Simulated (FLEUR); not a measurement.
Band structure of Mg (P6_3/mmc, 4 atoms in the cell).

```xyz
4
Lattice="3.1571 0.0000 0.0000 -1.5786 2.7342 0.0000 0.0000 0.0000 10.2549" Properties=species:S:1:pos:R:3 pbc="T T T"
Mg     0.0000     0.0000     0.0000
Mg     0.0000     0.0000     5.1274
Mg     0.0000     1.8228     2.5637
Mg     1.5786     0.9114     7.6912
```

Method of the run: PBE, all-electron FLAPW (FLEUR), scalar-relativistic valence.

Settings: Kmax = 3.8 1/bohr; GmaxXC = 13.3 1/bohr; xcFunctional = pbe; jspins = 1; l_soc = F; mode = hist; fermiSmearingEnergy = 0.00499791 Htr; mesh (inpgen div1-3) = 8 8 3; inpgen gamma flag = true; Gmax = 13.3 1/bohr; numbands = 0; maxIterBroyd = 99; imix = Anderson; alpha = 0.05.

The starting cell comes from a database of computed structures (which also holds hypothetical and non-ambient phases and stackings), without a prior relaxation at this level. Its lattice was rescaled by a random factor within 2.5 % of one. Values depend on the basis (sphere radii, cutoffs, local orbitals), which need not be converged.

Levels in eV from the Fermi level, bands 17 to 24:
```
point     17     18     19     20     21     22    23     24
-----  -----  -----  -----  -----  -----  -----  ----  -----
Γ      -7.15  -5.72  -5.72  -1.80  -1.30   5.07  5.08  11.13
M      -2.25  -2.23  -1.17  -1.13  -0.57  -0.53  2.74   2.90
K      -0.69  -0.69  -0.65   0.14   0.35   0.35  1.02   1.02
A      -6.79  -6.79  -3.97  -3.97   1.49   1.49  9.13   9.13
L      -1.97  -1.97  -1.84  -1.84   0.64   0.64  1.10   1.10
H      -0.47  -0.47  -0.36  -0.36  -0.23  -0.23  1.93   1.93
```
